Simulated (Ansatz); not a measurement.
Base system: BeTe in the rock salt structure (space group Fm-3m, No. 225; a = 5.371 Å; a hypothetical phase, not in the database extracts checked; relaxed with 0.1 eV smearing). Axes: x, y, z lie along the cube axes.

Level of theory: r2SCAN/PAW in Ansatz (a quantum-chemistry and plane-wave program), no SOC, earlier PAW set.

One thing is altered: the cell is compressed by 1.21 % along x with no lateral relaxation; the atoms relax in the strained cell.

Task: Predict the stress tensor and what it implies for the stiffness.

Result: Stress of the strained cell less that of the base (GPa, compression positive):
```
    1.4     0.0     0.0
    0.0     0.6     0.0
    0.0     0.0     0.6
```

Then −Δσ_ii/ε with ε = -0.0121 gives secant stiffness values (nonlinear terms included at this strain): C11 ≈ 119 GPa, C12 ≈ 48 GPa and C13 ≈ 48 GPa.

Whether these cells are dynamically stable was not tested. All final runs are without spin polarisation.
